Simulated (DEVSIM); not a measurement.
Device: Ti/HfO2/n-Ge capacitor, at 300 K.

| layer (left to right) | material | thickness (nm) | Nd (cm⁻³) |
|---|---|---|---|
| 1 | HfO2 | 2.50 | - |
| 2 | Ge | 16000 | 6.5e13 |

Metal gate on the left, work function 4.33 eV. Fixed charge at the semiconductor interface 0 cm⁻² (in units of +e); no interface traps.

This is a model device: material constants are rounded textbook-type values typed into the input, and sizes, dopings and lifetimes were drawn at random. Values at 300 K.

| parameter | HfO2 | Ge |
|---|---|---|
| gap (eV) | 5.7 | 0.664 |
| affinity (eV) | 2.5 | 4 |
| permittivity | 22 | 16 |
| Nc (cm⁻³) | - | 1.04e19 |
| Nv (cm⁻³) | - | 6e18 |

DEVSIM, 1D Poisson equation in equilibrium, Boltzmann statistics, complete ionisation; no quantum confinement or tunnelling. Metal contacts follow the ideal Schottky-Mott rule: no Fermi-level pinning, no interface dipoles.

Q: Tabulate band edges, carrier densities and field at -0.05 V on the gate.

A: Energies count from the Fermi level of the right contact; mesh points crowd at the junctions.

| x (μm) | Ec (eV) | Ev (eV) | n (cm⁻³) | p (cm⁻³) | field (V/cm) |
|---|---|---|---|---|---|
| 0.000 | 1.880 | -3.820 | < 1e2 | < 1e2 | -810 |
| 0.001017 | 1.880 | -3.820 | < 1e2 | < 1e2 | -810 |
| 0.002073 | 1.880 | -3.820 | < 1e2 | < 1e2 | -810 |
| 0.003205 | 0.380 | -0.284 | 4.3e12 | 1.0e14 | -1100 |
| 0.007244 | 0.379 | -0.285 | 4.4e12 | 9.9e13 | -1100 |
| 0.01512 | 0.378 | -0.286 | 4.6e12 | 9.6e13 | -1100 |
| 0.03460 | 0.376 | -0.288 | 5.0e12 | 8.8e13 | -1100 |
| 0.1066 | 0.369 | -0.295 | 6.5e12 | 6.7e13 | -940 |
| 0.2471 | 0.357 | -0.307 | 1.0e13 | 4.2e13 | -770 |
| 0.5748 | 0.337 | -0.327 | 2.3e13 | 1.9e13 | -480 |
| 1.386 | 0.315 | -0.349 | 5.3e13 | 8.2e12 | -130 |
| 4.384 | 0.307 | -0.357 | 7.1e13 | 6.2e12 | ≈ 0 |
| 9.693 | 0.307 | -0.357 | 7.1e13 | 6.1e12 | ≈ 0 |
| 13.30 | 0.307 | -0.357 | 7.1e13 | 6.1e12 | ≈ 0 |
| 15.15 | 0.307 | -0.357 | 7.1e13 | 6.1e12 | ≈ 0 |
| 15.65 | 0.307 | -0.357 | 7.1e13 | 6.1e12 | ≈ 0 |
| 15.85 | 0.307 | -0.357 | 7.1e13 | 6.1e12 | ≈ 0 |
| 15.94 | 0.307 | -0.357 | 7.1e13 | 6.1e12 | ≈ 0 |
| 15.98 | 0.307 | -0.357 | 7.1e13 | 6.1e12 | ≈ 0 |
| 15.99 | 0.307 | -0.357 | 7.1e13 | 6.1e12 | ≈ 0 |
| 16.00 | 0.307 | -0.357 | 7.1e13 | 6.1e12 | ≈ 0 |
| 16.00 | 0.307 | -0.357 | 7.1e13 | 6.1e12 | ≈ 0 |
